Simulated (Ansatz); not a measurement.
Base system: MgSe in the rock salt structure (space group Fm-3m, No. 225; a = 5.450 Å).

Level of theory: PBEsol (Ansatz, a first-principles code; PAW; 420 eV plane waves; no spin-orbit coupling).

Before the change:

* **Density**: 4.24 g/cm³

It is then changed as follows: a negative pressure, −2 GPa.

What happens to the mean gap deformation potential ΔEg/Δln V?

The mean gap deformation potential ΔEg/Δln V is -1.6 eV.

What does the calculation give for the density after the change?

The density falls by 0.14 g/cm³, from 4.24 g/cm³ to 4.10 g/cm³.

Load acts through the strain it causes; cell and atoms are relaxed under it. Stability against distortions was not tested.
